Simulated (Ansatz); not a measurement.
Terminations of the (100) surface of fcc Rh, measured from the surface 'clean 1x1'. Atoms come from or go to: In: tetragonal indium, Ir: fcc Ir, Mo: bcc Mo, Nb: bcc Nb, Ni: fcc Ni, ferromagnetic, Os: hcp Os, Pd: fcc Pd, Pt: fcc Pt, Rh: fcc Rh, Ru: hcp Ru, Ti: hcp Ti, Zn: hcp Zn. ΔE is the energy of forming the row's surface from that one (negative: more stable at these reservoirs); the vacuum level's shift is aligned on the shared bottom. No zero-point or thermal terms. These are constructed structures in small cells; real faces may alloy, dewet or reconstruct in larger ones, and not all known structures of the face are among them. Slabs of about 10 Å with all that they carry, Fermi-Dirac smearing of 0.1 eV. Bottom of the slabs: a bare face, its two planes held. Relaxed from the named starts with such symmetry as they have, on meshes of like density; energies extrapolated to zero smearing; no spin-orbit coupling, no U. Spin-polarised runs, if any, are marked in brackets, and their order is one that fits the cell; the others ran without spin. A dash marks a value that is undefined for that row (no clear gap, or no work function of a gapped slab) or was not read reliably on its mesh.

Level of theory: PBE (plane waves to 420 eV, PAW; Ansatz, a first-principles code).

```json
[
 {"surface": "clean 1x1", "atoms added per 1x1": "none", "ΔE per 1x1 (eV)": "0.00", "shift of the vacuum level (eV)": "0.00", "work function (eV)": "5.06"},
 {"surface": "a pseudomorphic layer of Pt in the host's stacking", "atoms added per 1x1": "+1 Pt", "ΔE per 1x1 (eV)": "…", "shift of the vacuum level (eV)": "0.47", "work function (eV)": "5.53"},
 {"surface": "a layer of Ir in place of the second plane", "atoms added per 1x1": "+1 Ir, -1 Rh", "ΔE per 1x1 (eV)": "-0.08", "shift of the vacuum level (eV)": "-0.06", "work function (eV)": "5.01"},
 {"surface": "a pseudomorphic layer of Ni in the host's stacking [spin, 0.7 μB a cell]", "atoms added per 1x1": "+1 Ni", "ΔE per 1x1 (eV)": "-0.03", "shift of the vacuum level (eV)": "-0.36", "work function (eV)": "4.70"},
 {"surface": "a pseudomorphic layer of Os in the host's stacking", "atoms added per 1x1": "+1 Os", "ΔE per 1x1 (eV)": "0.78", "shift of the vacuum level (eV)": "0.37", "work function (eV)": "5.44"},
 {"surface": "a layer of Ti in place of the second plane", "atoms added per 1x1": "-1 Rh, +1 Ti", "ΔE per 1x1 (eV)": "…", "shift of the vacuum level (eV)": "-0.51", "work function (eV)": "4.53"},
 {"surface": "a pseudomorphic layer of In in the host's stacking", "atoms added per 1x1": "+1 In", "ΔE per 1x1 (eV)": "-0.56", "shift of the vacuum level (eV)": "-0.73", "work function (eV)": "4.33"},
 {"surface": "a layer of Mo in place of the second plane", "atoms added per 1x1": "+1 Mo, -1 Rh", "ΔE per 1x1 (eV)": "-0.70", "shift of the vacuum level (eV)": "-0.62", "work function (eV)": "4.40"},
 {"surface": "a layer of Ru in place of the second plane", "atoms added per 1x1": "-1 Rh, +1 Ru", "ΔE per 1x1 (eV)": "-0.06", "shift of the vacuum level (eV)": "-0.19", "work function (eV)": "4.84"},
 {"surface": "a layer of Zn in place of the second plane", "atoms added per 1x1": "-1 Rh, +1 Zn", "ΔE per 1x1 (eV)": "-0.45", "shift of the vacuum level (eV)": "0.03", "work function (eV)": "5.12"},
 {"surface": "a layer of Pd in place of the second plane", "atoms added per 1x1": "+1 Pd, -1 Rh", "ΔE per 1x1 (eV)": "…", "shift of the vacuum level (eV)": "0.09", "work function (eV)": "5.17"},
 {"surface": "a pseudomorphic layer of Nb in the host's stacking", "atoms added per 1x1": "+1 Nb", "ΔE per 1x1 (eV)": "…", "shift of the vacuum level (eV)": "-0.40", "work function (eV)": "4.67"}
]
```

Task: Some entries are withheld; supply them.

Result: 
- a pseudomorphic layer of Pt in the host's stacking, ΔE per 1x1 (eV): -0.37
- a layer of Ti in place of the second plane, ΔE per 1x1 (eV): -1.72
- a layer of Pd in place of the second plane, ΔE per 1x1 (eV): 0.27
- a pseudomorphic layer of Nb in the host's stacking, ΔE per 1x1 (eV): -0.17
